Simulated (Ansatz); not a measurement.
CsCl-type TiCo was calculated with PBEsol in Ansatz (PAW).

Run with plane-wave cutoff 560 eV, 16×16×16 k mesh, Fermi–Dirac smearing 0.1 eV, perturbation theory, no spin polarisation, scalar-relativistic PAW data made under PBE.

Cell (relaxed at this level):

```cif
data_CoTi
_chemical_formula_sum 'Ti1 Co1'
_space_group_name_H-M_alt 'Pm-3m'
_space_group_IT_number 221
_space_group_name_Hall '-P 4 2 3'
_cell_length_a 2.93297
_cell_length_b 2.93297
_cell_length_c 2.93297
_cell_angle_alpha 90.000
_cell_angle_beta 90.000
_cell_angle_gamma 90.000
loop_
_atom_site_label
_atom_site_type_symbol
_atom_site_symmetry_multiplicity
_atom_site_Wyckoff_symbol
_atom_site_fract_x
_atom_site_fract_y
_atom_site_fract_z
_atom_site_occupancy
Ti1 Ti 1 a 0.00000 0.00000 0.00000 1
Co1 Co 1 b 0.50000 0.50000 0.50000 1
```

Q: What does this level give for the TO(Γ) frequency?

A: 
* **TO(Γ) frequency**: 226 cm⁻¹

It cost roughly 8 core-minutes of CPU time.

Ansatz is a quantum-chemistry and plane-wave program.
